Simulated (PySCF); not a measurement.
PySCF 2.14.0, PBE0/def2-svp, df: Ti(NH)(OMe)(NMe2) (C[O][Ti](=[NH])[N](C)C), 17 atoms. The geometry is a generated start, not checked to be a minimum at this level.

- task = energy
- method = pbe0
- basis = def2-svp
- two-electron scheme = density fitting
- mol.max_memory = 3000 MB
- mf.max_cycle = 100
- mf.init_guess = minao (default)
- mf.DIIS = CDIIS (default)
- mf.conv_tol = 1e-09 (default)
- mf.grids.level = 3 (default)
- basis functions = 165
- grid points = 203224

```xyz
17

Ti    -0.2420     0.5856    -1.4140
N      1.2904     0.2956    -2.1008
H      2.1343    -0.2694    -1.9790
O     -1.0561    -0.9224    -1.0082
C     -0.5159    -2.1902    -0.8097
H     -0.6429    -2.4989     0.2424
H     -1.0343    -2.9247    -1.4458
H      0.5670    -2.1960    -1.0617
N      0.1112     1.4084     0.2438
C      1.0778     0.7422     1.0969
C     -1.1663     1.5337     0.9270
H      1.2205     1.3047     2.0319
H      0.7484    -0.2892     1.3626
H      2.0332     0.6880     0.5595
H     -1.5920     0.5497     1.2136
H     -1.0456     2.1197     1.8523
H     -1.8877     2.0630     0.2893
```

Charge 0 and multiplicity 1 are set for this test and not shown to be the ground state.

One run each on 2 threads, 1 BLAS thread. Values of diis_space tried: 3, 5, 8 (default), 12, 20.

Q: How does the count of Fock builds change with diis_space, and where is it least?

A: Fewest Fock builds, within one of each other: 8 (default) with 15, 12 with 15, 20 with 15. The count rises to 65 at 3. All converge to one solution.

| diis_space | Fock builds | end |
|---|---|---|
| 3 | 65 | same solution |
| 5 | 18 | same solution |
| 8 (default) | 15 | same solution |
| 12 | 15 | same solution |
| 20 | 15 | same solution |
